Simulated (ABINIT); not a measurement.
Input and output of a self-consistent single point for NaPt (P1, 2 atoms in the cell) (ABINIT).

Method of the run: PBEsol, PAW (JTH v2.0 PBE PAW, files made for PBE) (plane waves; ABINIT).

The change in words: lattice scaled by 0.98. Reference geometry:
```xyz
2
Lattice="2.8510 0.0000 0.0000 -1.4255 2.4690 0.0000 0.0000 0.0000 4.8898" Properties=species:S:1:pos:R:3 pbc="T T T"
Na     1.3681     0.9046     2.4435
Pt     0.0574     1.5644     0.0014
```

Reference input (self-consistent single point, DFT, PBEsol, plane waves, PAW (JTH v2.0 PBE PAW, files made for PBE)): pseudos = [Na.GGA_PBE-JTH.xml, Pt.GGA_PBE-JTH.xml]; ecut = 30 Ha; pawecutdg = 60 Ha; pawxcdev = 0; ixc = -116133; occopt = 7; tsmear = 0.00183747 Ha; ngkpt = 11 11 6; nshiftk = 1; shiftk = 0 0 0; potentials = JTH v2.0 PBE PAW; nband = 15. This run's input differs from it in these lines:

```diff
@@ -3,6 +3,6 @@
 pseudos "Na.GGA_PBE-JTH.xml, Pt.GGA_PBE-JTH.xml"
-acell 2.8509700000 2.8509696142 4.8898300000 Angstrom
+acell 2.7939510000 2.7939502798 4.7920330000 Angstrom
 rprim
          1.0000000000    0.0000000000    0.0000000000
-        -0.5000000677    0.8660253647    0.0000000000
+        -0.4999999499    0.8660254327    0.0000000000
          0.0000000000    0.0000000000    1.0000000000
@@ -13,4 +13,4 @@
 xcart
-         2.5852817127    1.7095051792    4.6175769823
-         0.1084945320    2.9562512993    0.0026427657
+         2.5335767874    1.6753152417    4.5252250649
+         0.1063252553    2.8971265606    0.0025899102
 ecut 30
```

Log, with long lists cut:

```
--- !BeginCycle
solver: {iscf: 17, nstep: 60, nline: 4, wfoptalg: 10, }
tolerances: {tolvrs: 1.00E-12, }
...

     iter   Etot(hartree)      deltaE(h)  residm     nres2
 ETOT  1  -74.822320107477    -7.482E+01 1.297E+00 2.383E+01
 ETOT  2  -75.129533988619    -3.072E-01 1.048E-01 2.166E+01
 ETOT  3  -75.065785722258     6.375E-02 2.093E-02 1.481E+00
 ETOT  4  -75.070239301021    -4.454E-03 1.077E-02 2.714E-01
 ETOT  5  -75.070167016759     7.228E-05 7.379E-03 1.124E-01
   [... 11 lines left out ...]
 ETOT 17  -75.069961440867     5.230E-12 3.764E-04 4.831E-12
 ETOT 18  -75.069961440868    -9.521E-13 2.589E-04 8.292E-11
 ETOT 19  -75.069961440868    -9.948E-14 2.002E-04 3.387E-12
 ETOT 20  -75.069961440868     2.842E-14 1.223E-04 1.137E-14
 At SCF step   20       nres2   =  1.14E-14 < tolvrs=  1.00E-12 =>converged.

 Cartesian components of stress tensor (hartree/bohr^3)
  sigma(1 1)= -7.01402045E-05  sigma(3 2)=  4.04867497E-07
  sigma(2 2)=  1.15346413E-05  sigma(3 1)= -4.53561815E-07
  sigma(3 3)= -1.03810422E-04  sigma(2 1)=  2.54659154E-05

 ----iterations are completed or convergence reached----

 reduced coordinates (array xred) for    2 atoms
       0.663058997089      0.366393998389      0.499713997814
       0.336940998507      0.633605997220      0.000286000003
 cartesian forces (eV/Angstrom) at end:
    1      0.12685988535314    -0.11371019062319     0.01567577633412
    2     -0.12685988535314     0.11371019062319    -0.01567577633412
 frms,max,avg= 9.8774437E-02 1.2685989E-01   3.726E-04  1.552E-03  3.083E-04 e/A
   [... lines left out ...]
 Fermi (or HOMO) energy (hartree) =   0.17669   Average Vxc (hartree)=  -0.38483
   [... lines left out ...]
'-kT*entropy'       : -4.98693831370342E-05
total_energy        : -7.50699614532870E+01
total_energy_eV     : -2.04275753746080E+03
...

-Cartesian components of stress tensor (GPa)         [Pressure=  1.5928E+00 GPa]
- sigma(1 1)= -2.06359571E+00  sigma(3 2)=  1.19116110E-02
- sigma(2 2)=  3.39360808E-01  sigma(3 1)= -1.33442471E-02
- sigma(3 3)= -3.05420755E+00  sigma(2 1)=  7.49232971E-01

 Calculation completed.
```

The run converged in 20 iterations. Against the reference run the free energy goes down by 7.5 meV/atom, the pressure goes from -4.37 to 1.59 GPa and the largest force goes from 0.149 to 0.171 eV/Å.

The starting cell comes from a database of computed structures (which also holds hypothetical and non-ambient phases and stackings), without a prior relaxation at this level. Its atoms were displaced at random from the sites of space group no. 187. For this run, on top of that: lattice scaled by 0.98. Spin polarisation is off. The potentials were made for another functional than the one used.

Cost on one core of a shared machine: roughly 7 min.
